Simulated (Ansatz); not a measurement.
Functionals compared on F on the 1x1 (100) surface of monoclinic HfO2 (cut with top plane 2 O), one in a 1x1 cell, started at the site 'bridge O-O (span 5.2 Å)', in Ansatz (plane waves, PAW). The structure was relaxed with PBE; the other rows are single points on it, each with its references at the same level. Cutoff 420 eV (500 eV for r2SCAN). The points keep PBE's geometry, so the relaxation of a polaron and the settling of charge on one site are left out.

Host crystal: monoclinic HfO2, with a band gap (PBE, scalar-relativistic without spin-orbit coupling).

Slab: 25 atoms, 9.3 Å thick at the start under the adsorbate (thin: gaps and levels are the slab's own); k 4x4x1, smearing 0.01 eV, dipole-corrected; 12 atoms held, the rest relaxed; no symmetry held; spin-polarised, ending with about 1.0 μB a cell, a value that depends on the mesh; orders that need a larger cell were not tried, no spin-orbit, no U, no dispersion correction. The slab shows no gap over 0.04 eV on its mesh. At the end it is bonded to Hf. In PBE it is, or lies within 0.03 eV of, the lowest of the starts that converged. These notes are the PBE run's. r2SCAN: The program's check for a lower electronic state was not made. Adsorption energies are against ½ F2(g). A negative adsorption energy means that the adsorbate is more stable on the surface than in its reference.

| functional | adsorption energy (eV) | work function of the top face (eV) | rough cost of the single point |
|---|---|---|---|
| PBE | -1.81 | 8.85 | – |
| RPBE | -1.75 | 8.72 | roughly 8 core-minutes |
| r2SCAN | -1.94 | 9.08 | roughly 14 core-minutes |

Ansatz is a quantum-chemistry and plane-wave program.
